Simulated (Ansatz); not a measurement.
# What uniaxial strain ε_xx = +2.00 % does to Re

Take Re in the hcp (Mg type) structure (space group P6_3/mmc, No. 194; a = 2.7519 Å, c = 4.4401 Å; relaxed with 0.1 eV smearing) as the base. Axes: x lies along a and z along c of the hexagonal cell.

Now apply this change: uniaxial strain ε_xx = +2.00 %, all other strain components held at zero, atoms relaxed at fixed cell.

Level of theory: PBEsol/PAW in Ansatz (a program for electronic structure), no spin-orbit coupling. Settings: 24×24×13 k-points, 0.1 eV Fermi–Dirac smearing.

- Volume per atom: 14.85 Å³ (base 14.56 Å³)
- Space group: Cmcm (No. 63) (base P6_3/mmc (No. 194))
- Shortest interatomic distance: 2.739 Å (base 2.730 Å)
- Energy relative to the base (free energy F): +11 meV/atom
- Pressure (mean of the normal stresses, compression positive): -7.3 GPa (base 0.0 GPa)
- Band gap: zero (base zero)
- Stress (xx, yy, zz, yz, xz, xy; compression positive): (-11.6, -5.6, -4.7, 0.0, 0.0, 0.0) GPa

Whether these cells are dynamically stable was not tested. All final runs are without spin polarisation.
